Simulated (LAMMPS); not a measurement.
Pressure dependence of Al (fcc) at 560 K, from the crystal.

Level of theory: classical MD, pair style eam/alloy, file Al_zhou.eam.alloy (LAMMPS).

```
P (GPa)                                state                    volume       coordination number
-------  -----------------------------------  ------------------------  ------------------------
0        crystal; no diffusion seen in 30 ps    17.895 ± 0.002 Å³/atom  12.1 (counted to 3.62 Å)
2        crystal; no diffusion seen in 30 ps  17.2797 ± 0.0009 Å³/atom  12.0 (counted to 3.54 Å)
5        crystal; no diffusion seen in 30 ps  16.5829 ± 0.0008 Å³/atom  12.0 (counted to 3.50 Å)
```

Caution (rows 2; 5): a run this short can hold a crystal over, or a liquid under, the potential's own melting point, which these runs don't give.

Estimate the isothermal bulk modulus at zero pressure. A parabola P(ln V) through the three points gives −dP/d ln V = 50 GPa at zero pressure.

States go by the mean squared displacement: a species diffuses where it passes 1.5 Å², still rises and gives D over 1e-6 cm²/s; a crystal has left its structure where atoms lie 0.35 Å off their sites on average or a cubic box changes its shape by 3 %, or the axial ratios of another lie 8 % off the starting cell's, which the potential's own relaxation can also do.

Uncertainties are statistical and leave out the potential's own error.
